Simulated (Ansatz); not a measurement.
Take WSe₂ in the 2H-MoS2 type structure (space group P6_3/mmc, No. 194; a = 3.230 Å, c = 12.411 Å; layered, stacked along the Cartesian z axis) as the base. Axes: x lies along a and z along c of the hexagonal cell.

Modification: biaxial strain +1.02 %, plane normal [001], relaxed out of plane (Cartesian); in-plane vectors clamped, the third vector and the atoms free.

Levels (all Ansatz, a quantum-chemistry and plane-wave program, PAW, earlier PAW set): PBEsol-D3(BJ) (420 eV, no SOC); PBEsol+SOC (420 eV, noncollinear with spin-orbit coupling).

The geometry is relaxed with PBEsol-D3(BJ).

| Quantity | Value |
|---|---|
| PBEsol-D3(BJ) valence-band top at Γ | 0.00, -0.73, -1.39 eV |
| PBEsol-D3(BJ) smallest direct gap | 1.54 eV |
| PBEsol-D3(BJ) lowest conduction level above the VBM at special points | K 1.21 eV; H 1.21 eV; M 2.02 eV; L 2.05 eV |
| PBEsol-D3(BJ) gap character | indirect, Γ → K–Γ (47 % along) |

Predict the valence-band top at Γ, smallest direct gap, lowest conduction level above the VBM at special points and gap character from PBEsol+SOC.

The valence-band top at Γ (three highest Kramers pairs, from the VBM) changes from 0.00, -0.73, -1.39 eV to 0.00, -0.81, -1.32 eV; the smallest direct gap shrinks by 0.235 eV to 1.30 eV; the lowest conduction level above the VBM at special points goes from K 1.21 eV; H 1.21 eV; M 2.02 eV; L 2.05 eV to K 1.03 eV; H 1.10 eV; M 1.87 eV; L 1.90 eV; the gap character is still indirect, Γ → K–Γ (47 % along).

Single points use the geometry relaxed with PBEsol-D3(BJ). The spin-orbit shifts are approximate. Spin-orbit coupling, missing from the scalar runs, can matter with W. Whether these cells are dynamically stable was not tested.
